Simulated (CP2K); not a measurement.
Band structure of SrZn2Ge2 (I4/mmm, 5 atoms in the cell).

```xyz
5
Lattice="5.9900 0.0000 0.0000 2.8977 5.2425 0.0000 -4.4439 -2.6212 3.0433" Properties=species:S:1:pos:R:3 pbc="T T T"
Sr     0.0000     0.0000     0.0000
Zn     1.4489     2.6212     1.5216
Zn     2.9950     0.0000     1.5216
Ge     5.5141     3.2525     0.0000
Ge     3.3737     1.9900     0.0000
```

Level of theory: PBEsol, GPW, TZVP-MOLOPT-SR-GTH basis, GTH-PBE potentials (GTH_POTENTIALS) in CP2K.

Settings: CUTOFF = 600 Ry; REL_CUTOFF = 50 Ry; SMEAR/METHOD = FERMI_DIRAC; ELECTRONIC_TEMPERATURE = 1160.45 K; KPOINTS/SCHEME = MONKHORST-PACK 6 6 6; GAMMA_CENTERED = T; XC_FUNCTIONAL = PBE:PBESOL; Sr/BASIS_SET = TZVP-MOLOPT-SR-GTH; Sr/POTENTIAL = GTH-PBE-q10; Zn/BASIS_SET = TZVP-MOLOPT-SR-GTH; Zn/POTENTIAL = GTH-PBE-q12; Ge/BASIS_SET = TZVP-MOLOPT-SR-GTH; Ge/POTENTIAL = GTH-PBE-q4; METHOD = GPW.

The starting cell comes from a database of computed structures (which also holds hypothetical and non-ambient phases and stackings), without a prior relaxation at this level. Its lattice was rescaled by a random factor within 2.5 % of one. Values carry the incompleteness of an atom-centred basis. The potentials were made for another functional than the one used.

Levels in eV from the Fermi level, bands 18 to 23:
```tsv
point	18	19	20	21	22	23
Γ	-2.65	-2.65	-0.49	-0.40	-0.40	-0.18
X	-5.42	-4.11	-2.99	-2.24	0.62	2.22
Y	-4.74	-4.22	-2.91	-2.09	0.59	2.21
S	-2.86	-2.25	-2.21	0.24	0.60	1.38
Z	-2.84	-1.65	-1.09	0.07	0.39	1.06
S1	-2.86	-2.25	-2.21	0.24	0.60	1.38
N	-4.75	-2.06	-1.02	-0.26	0.16	0.90
P	-5.46	-3.86	-2.65	-2.65	-0.29	3.39
Y1	-4.74	-4.22	-2.91	-2.09	0.59	2.21
```

Bands cross the Fermi level along this path, so the cell is metallic at this level.

Higher empty bands are left out: an atom-centred basis made for the valence describes them poorly.
